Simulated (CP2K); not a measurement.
CP2K run on TiZn (Pm-3m, 2 atoms in the cell): self-consistent single point

Level of theory: PBEsol, GPW, TZVP-MOLOPT-SR-GTH basis, GTH-PBE potentials (GTH_POTENTIALS) in CP2K.

Input as run:

```
&GLOBAL
  PROJECT scf
  RUN_TYPE ENERGY_FORCE
  PRINT_LEVEL MEDIUM
&END GLOBAL
&FORCE_EVAL
  METHOD Quickstep
  STRESS_TENSOR ANALYTICAL
  &DFT
    BASIS_SET_FILE_NAME BASIS_MOLOPT_UCL
    POTENTIAL_FILE_NAME GTH_POTENTIALS
    &QS
      METHOD GPW
      EPS_DEFAULT 1E-10
    &END QS
    &MGRID
      CUTOFF 600
      REL_CUTOFF 60
      NGRIDS 5
    &END MGRID
    &SCF
      SCF_GUESS ATOMIC
      EPS_SCF 1E-6
      MAX_SCF 100
      ADDED_MOS 5
      &DIAGONALIZATION
        ALGORITHM STANDARD
      &END DIAGONALIZATION
      &MIXING
        METHOD BROYDEN_MIXING
        ALPHA 0.3
        NBUFFER 12
      &END MIXING
      &SMEAR ON
        METHOD FERMI_DIRAC
        ELECTRONIC_TEMPERATURE [K] 1160.45
      &END SMEAR
    &END SCF
    &KPOINTS
      SCHEME MONKHORST-PACK 7 7 7
    &END KPOINTS
    &XC
      &XC_FUNCTIONAL
        &PBE
          PARAMETRIZATION PBESOL
        &END PBE
      &END XC_FUNCTIONAL
    &END XC
    &PRINT
      &MO
        EIGENVALUES T
        OCCUPATION_NUMBERS T
        NDIGITS 8
        FILENAME mo
        &EACH
          QS_SCF 0
        &END EACH
        ADD_LAST NUMERIC
      &END MO
      &MULLIKEN ON
      &END MULLIKEN
    &END PRINT
  &END DFT
  &SUBSYS
    &CELL
      A 3.12375000 0.00000000 0.00000000
      B 0.00000000 3.12375000 0.00000000
      C 0.00000000 0.00000000 3.12375000
      PERIODIC XYZ
    &END CELL
    &COORD
      SCALED
      Ti       0.50000000     0.50000000     0.50000000
      Zn       0.00000000     0.00000000     0.00000000
    &END COORD
    &KIND Ti
      BASIS_SET TZVP-MOLOPT-SR-GTH-q12
      POTENTIAL GTH-PBE-q12
    &END KIND
    &KIND Zn
      BASIS_SET TZVP-MOLOPT-SR-GTH-q12
      POTENTIAL GTH-PBE-q12
    &END KIND
  &END SUBSYS
  &PRINT
    &FORCES ON
    &END FORCES
    &STRESS_TENSOR ON
    &END STRESS_TENSOR
  &END PRINT
&END FORCE_EVAL
```

Output, abridged:

```
 GLOBAL| Method name                                                        CP2K
 GLOBAL| Project name                                                        scf
 GLOBAL| Run type                                                   ENERGY_FORCE

 CELL| Volume [angstrom^3]:                                            30.480972
 CELL| Vector a [angstrom]:       3.124     0.000     0.000   |a| =     3.123750
 CELL| Vector b [angstrom]:       0.000     3.124     0.000   |b| =     3.123750
 CELL| Vector c [angstrom]:       0.000     0.000     3.124   |c| =     3.123750
 CELL| Angle (b,c), alpha [degree]:                                    90.000000
 CELL| Angle (a,c), beta  [degree]:                                    90.000000
 CELL| Angle (a,b), gamma [degree]:                                    90.000000
 CELL| Numerically orthorhombic:                                             YES
 CELL| Periodicity                                                           XYZ

 DFT| Spin restricted Kohn-Sham (RKS) calculation                            RKS
 DFT| Multiplicity                                                             1
 DFT| Number of spin states                                                    1
 DFT| Charge                                                                   0
 DFT| XC density smoothing                                                  NONE
 DFT| XC derivatives                                                          PW

 QS| Method:                                                                 GPW
 QS| Density plane wave grid type                        NON-SPHERICAL FULLSPACE
 QS| Number of grid levels:                                                    5
 QS| Density cutoff [a.u.]:                                                300.0
 QS| Multi grid cutoff [a.u.]: 1) grid level                               300.0
   [... lines left out ...]
 BRILLOUIN| Wavefunction type                                            COMPLEX
 BRILLOUIN| List of Kpoints [2 Pi/Bohr]                                      172
 BRILLOUIN| Number           Weight            X              Y              Z
 BRILLOUIN|     1           0.00583       -0.42857       -0.42857       -0.42857
 BRILLOUIN|     2           0.00583       -0.42857       -0.42857       -0.28571
 BRILLOUIN|     3           0.00583       -0.42857       -0.42857       -0.14286
   [... 169 lines left out ...]
 *******************************************************************************

 Extrapolation method: initial_guess

 Re-scaling the density matrix to get the right number of electrons
                  # Electrons              Trace(P)               Scaling factor
                           24                24.000                        1.000

 Number of electrons:                                                         24
 Number of occupied orbitals:                                                 12
 Number of molecular orbitals:                                                17

 Number of orbital functions:                                                 69
 Number of independent orbital functions:                                     69
 SCF WAVEFUNCTION OPTIMIZATION

  Step     Update method      Time    Convergence         Total energy    Change
     1 NoMix/Diag. 0.30E+00      -     1.12041405      -118.8464693298 -1.19E+02
     2 Broy./Diag. 0.30E+00      -     0.17470288      -119.5379564218 -6.91E-01
     3 Broy./Diag. 0.30E+00      -     0.04738130      -118.8418996152  6.96E-01
     4 Broy./Diag. 0.30E+00      -     0.01309576      -118.5472705181  2.95E-01
     5 Broy./Diag. 0.30E+00      -     0.01818840      -118.4948062382  5.25E-02
     6 Broy./Diag. 0.30E+00      -     0.00133879      -118.4988428707 -4.04E-03
     7 Broy./Diag. 0.30E+00      -     0.00149943      -118.5044795055 -5.64E-03
     8 Broy./Diag. 0.30E+00      -     0.00027424      -118.5045982099 -1.19E-04
     9 Broy./Diag. 0.30E+00      -     0.00001514      -118.5040465859  5.52E-04
    10 Broy./Diag. 0.30E+00      -     0.00002432      -118.5040595123 -1.29E-05
    11 Broy./Diag. 0.30E+00      -     0.00000124      -118.5041011058 -4.16E-05
    12 Broy./Diag. 0.30E+00      -     0.00000013      -118.5041026567 -1.55E-06
  *** SCF run converged in    12 steps ***

  Electronic density on regular grids:        -23.9999999987        0.0000000013
  Core density on regular grids:               23.9999999984       -0.0000000016
  Total charge density on r-space grids:       -0.0000000003
  Total charge density g-space grids:          -0.0000000003

  Overlap energy of the core charge distribution:               0.00000000000023
  Self energy of the core charge distribution:               -186.54937313591449
  Core Hamiltonian energy:                                     52.41788481133353
  Hartree energy:                                              31.69411726303051
  Exchange-correlation energy:                                -16.06542910277470
  Electronic entropic energy:                                  -0.00130249223900
  Fermi energy:                                                 0.33393825411898

  Total energy:                                              -118.50410265666436
  Total energy (extrapolated to T->0):                       -118.50345141054486

                     Mulliken Population Analysis

 #  Atom  Element  Kind  Atomic population                           Net charge
       1     Ti       1         12.355862                             -0.355862
       2     Zn       2         11.644138                              0.355862
 # Total charge                             24.000000                 -0.000000

 ENERGY| Total FORCE_EVAL ( QS ) energy [hartree]           -118.504101945514947

 FORCES| Atomic forces [hartree/bohr]
 FORCES|   Atom     x               y               z               |f|
 FORCES|      1  6.90237992E-10  6.90236406E-10  6.90243668E-10   1.19552963E-09
 FORCES|      2  4.63765400E-09  4.63765522E-09  4.63765415E-09   8.03265315E-09
 FORCES| Sum     5.32789199E-09  5.32789163E-09  5.32789782E-09
 FORCES| Total atomic force                                       9.22818278E-09

 STRESS| Analytical stress tensor [bar]
 STRESS|                        x                   y                   z
 STRESS|      x       -2.04585261874E+04   3.00660860122E-03   3.00660883017E-03
 STRESS|      y        3.00660860122E-03  -2.04588604395E+04   3.00660974106E-03
 STRESS|      z        3.00660883017E-03   3.00660974106E-03  -2.04594508064E+04
 STRESS| 1/3 Trace                                            -2.04589458111E+04
```

The run converged in 12 iterations.

The starting cell comes from a database of computed structures (which also holds hypothetical and non-ambient phases and stackings), without a prior relaxation at this level. Spin polarisation is off. Values carry the incompleteness of an atom-centred basis. The potentials were made for another functional than the one used.

Cost on one core of a shared machine: roughly 40 s.
